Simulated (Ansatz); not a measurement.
Take WS2 in the 2H-MoS2 type structure (space group P6_3/mmc, No. 194; layered, stacked along the Cartesian z axis) as the base.

```
CELL_PARAMETERS angstrom
      3.11481     0.00000     0.00000
     -1.55740     2.69750     0.00000
      0.00000     0.00000    11.77307
ATOMIC_POSITIONS crystal
  W  0.33333 0.66667 0.25000
  W  0.66667 0.33333 0.75000
  S  0.33333 0.66667 0.61646
  S  0.66667 0.33333 0.11646
  S  0.66667 0.33333 0.38354
  S  0.33333 0.66667 0.88354
```

Cartesian axes are those of the cell as printed.

Method: plane-wave PAW DFT at the PBEsol-D3(BJ) level (Ansatz, a first-principles code, 420 eV), no spin-orbit coupling.

Strains are applied to the cell and any free atomic positions relax; under stress the whole cell relaxes.

One change was made to it. Results:

```json
[
 {"quantity": "hole mass", "base": "0.96 mₑ along c, 0.46 mₑ across (at Γ)", "after": "0.95 mₑ along z, 0.46 mₑ across (at Γ)"},
 {"quantity": "band gap", "base": "0.65 eV", "after": "0.64 eV"},
 {"quantity": "smallest direct gap", "base": "1.92 eV", "after": "1.92 eV"}
]
```

Question: Which of these changes matches the shifts?
(A) uniaxial stress, 5 GPa compression along x
(B) uniaxial stress, 2 GPa compression along x
(C) isotropic strain +1.04 %
(D) uniaxial strain ε_xx = +1.05 %
(E) tensor shear ε_yz = +2.16 %

Answer: E, tensor shear ε_yz = +2.16 %. For comparison, the hole mass in the other runs: isotropic strain +1.04 % gives 0.97 mₑ along c, 0.47 mₑ across (at Γ); uniaxial stress, 2 GPa compression along x gives 0.50 mₑ along x, 0.45 mₑ along y, 0.93 mₑ along z (at Γ); uniaxial strain ε_xx = +1.05 % gives 0.42 mₑ along x, 0.47 mₑ along y, 1.00 mₑ along z (at Γ); uniaxial stress, 5 GPa compression along x gives 0.57 mₑ along x, 0.44 mₑ along y, 0.89 mₑ along z (at Γ).

With W present, leaving out spin-orbit coupling can change the band edges. Effective masses come from finite differences of ±0.01 Å⁻¹. Stability under load was not tested beyond the relaxation.
